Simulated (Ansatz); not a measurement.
Subject: the formation energy of Re_Cu in Cu (fcc, Fm-3m). Reaction: Re (hcp) + 63 Cu (fcc) → cell A.

Cell A: a supercell of 64 sites of Cu (fcc, Fm-3m) with Re on a Cu site (12 Cu at 2.59 Å); spin state with PBE: run without spin, k-point mesh 5×5×5.
```
CELL_PARAMETERS angstrom
     10.26676     0.00000     0.00000
      5.13338     8.89128     0.00000
      5.13338     2.96376     8.38278
ATOMIC_POSITIONS crystal
  Cu 0.00000 0.00000 0.00000
  Cu 0.00000 0.00000 0.25001
  Cu 0.00000 0.00000 0.50000
  Cu 0.00000 0.00000 0.74999
  Cu 0.00000 0.25001 0.00000
  Cu 0.00074 0.24965 0.24965
  Cu 0.00074 0.24965 0.49997
  Cu 0.00000 0.25001 0.74999
  Cu 0.00000 0.50000 0.00000
  Cu 0.00074 0.49997 0.24965
  Cu 0.00000 0.50000 0.50000
  Cu 0.99926 0.50003 0.75035
  Cu 0.00000 0.74999 0.00000
  Cu 0.00000 0.74999 0.25001
  Cu 0.99926 0.75035 0.50003
  Cu 0.99926 0.75035 0.75035
  Cu 0.25001 0.00000 0.00000
  Cu 0.24965 0.00074 0.24965
  Cu 0.24965 0.00074 0.49997
  Cu 0.25001 0.00000 0.74999
  Cu 0.24965 0.24965 0.00074
  Cu 0.25000 0.25000 0.25000
  Cu 0.24965 0.24965 0.49997
  Cu 0.24955 0.24955 0.75045
  Cu 0.24965 0.49997 0.00074
  Cu 0.24965 0.49997 0.24965
  Cu 0.24819 0.50000 0.50000
  Cu 0.24819 0.50000 0.75181
  Cu 0.25001 0.74999 0.00000
  Cu 0.24955 0.75045 0.24955
  Cu 0.24819 0.75181 0.50000
  Cu 0.24955 0.75045 0.75045
  Cu 0.50000 0.00000 0.00000
  Cu 0.49997 0.00074 0.24965
  Cu 0.50000 0.00000 0.50000
  Cu 0.50003 0.99926 0.75035
  Cu 0.49997 0.24965 0.00074
  Cu 0.49997 0.24965 0.24965
  Cu 0.50000 0.24819 0.50000
  Cu 0.50000 0.24819 0.75181
  Cu 0.50000 0.50000 0.00000
  Cu 0.50000 0.50000 0.24819
  Re 0.50000 0.50000 0.50000
  Cu 0.50000 0.50000 0.75181
  Cu 0.50003 0.75035 0.99926
  Cu 0.50000 0.75181 0.24819
  Cu 0.50000 0.75181 0.50000
  Cu 0.50003 0.75035 0.75035
  Cu 0.74999 0.00000 0.00000
  Cu 0.74999 0.00000 0.25001
  Cu 0.75035 0.99926 0.50003
  Cu 0.75035 0.99926 0.75035
  Cu 0.74999 0.25001 0.00000
  Cu 0.75045 0.24955 0.24955
  Cu 0.75181 0.24819 0.50000
  Cu 0.75045 0.24955 0.75045
  Cu 0.75035 0.50003 0.99926
  Cu 0.75181 0.50000 0.24819
  Cu 0.75181 0.50000 0.50000
  Cu 0.75035 0.50003 0.75035
  Cu 0.75035 0.75035 0.99926
  Cu 0.75045 0.75045 0.24955
  Cu 0.75035 0.75035 0.50003
  Cu 0.75000 0.75000 0.75000
```

Reference: Re (hcp, P6₃/mmc), 2 atoms in the cell; spin state with PBE: run without spin, k-point mesh 24×24×14 on the run's own vectors. Conventional cell: a = b = 2.7764 Å, c = 4.4808 Å, α = β = 90.00°, γ = 120.00°.

Reference: Cu (fcc, Fm-3m), 64 atoms in the cell, the relaxed perfect crystal repeated, atoms not moved again; spin state with PBE: run without spin, k-point mesh 5×5×5 on the run's own vectors.

Computed with Ansatz (plane waves, PAW), its default PAW set, cutoff 420 eV, 500 eV for r2SCAN. The structures are at rest with PBE, within the held lattices; other levels are single points on them. Neutral cells; Fermi-Dirac smearing of at most 0.10 eV in the solids, energies taken to zero width. The lattices are those relaxed with PBE, so at other levels the solids can be strained, which adds to the spread. Larger cells are relaxed from a start prepared with the learned potential CHGNet, on a coarser mesh till forces fall under 0.03 eV/Å, which some starts already meet. A dispersion term (D3(BJ), or D4 for r2SCAN) was computed beside these levels and is taken off wherever the name lacks it. The PAW files were made for PBE and serve at the other functionals too. Space groups of crystals are read within 0.01 Å. Static lattices, no vibrational contributions. Cells are local rest points, mostly with their start's symmetry. The runs are scalar-relativistic, without spin-orbit coupling. Values are for these cell sizes. Mesh and cell size may move defect energies by 0.1 eV or more. Cell A has symmetry Fm-3m within 0.02 Å and got no random move, so less symmetric positions, which may lie lower, weren't tried.

Question: What value does PBE give?

Answer: 2.06 eV, for Re (hcp) + 63 Cu (fcc) → cell A.

Question: How does the value move with the functional?

Answer: 
```csv
Method,value (eV),less PBE
r2SCAN,1.99,-0.07
```

The levels shown span 0.07 eV, from r2SCAN (1.99) to PBE (2.06).

Ansatz is a program for electronic structure.
